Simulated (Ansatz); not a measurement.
**Response to strain in Rh**

Consider Rh in the fcc (Cu type) structure (space group Fm-3m, No. 225; a = 3.802 Å; relaxed with 0.1 eV smearing). Axes: x, y, z lie along the cube axes.

Strains are applied to the cell and any free atomic positions relax; under biaxial strain the out-of-plane vector relaxes too.

Level of theory: Ansatz (a quantum-chemistry and plane-wave program), r2SCAN, PAW, cutoff 500 eV, scalar-relativistic without spin-orbit coupling.

Notes on the quantities. pressure: mean of the normal stresses, compression positive; energy relative to the base: free energy F.

| variant | pressure | out-of-plane strain | energy relative to the base |
|---|---|---|---|
| base | 0.0 GPa | – | 0 meV/atom |
| biaxial strain −3.00 %, plane normal [001], relaxed out of plane | 10.8 GPa | +2.79 % | +40 meV/atom |
| biaxial strain −2.50 %, plane normal [001], relaxed out of plane | 8.8 GPa | +2.30 % | +27 meV/atom |
| biaxial strain −2.00 %, plane normal [001], relaxed out of plane | [?] | [?] | [?] |
| biaxial strain −1.50 %, plane normal [001], relaxed out of plane | 5.0 GPa | +1.36 % | +9.4 meV/atom |
| biaxial strain −1.00 %, plane normal [001], relaxed out of plane | 3.3 GPa | +0.90 % | +4.1 meV/atom |
| biaxial strain −0.50 %, plane normal [001], relaxed out of plane | 1.6 GPa | +0.45 % | +1.0 meV/atom |

**Question.** Fill in the withheld entries from the trend.

**Answer.** 
- biaxial strain −2.00 %, plane normal [001], relaxed out of plane, pressure: 6.9 GPa
- biaxial strain −2.00 %, plane normal [001], relaxed out of plane, out-of-plane strain: +1.83 %
- biaxial strain −2.00 %, plane normal [001], relaxed out of plane, energy relative to the base: +17 meV/atom

Stability against distortions was not tested. All final runs are without spin polarisation.
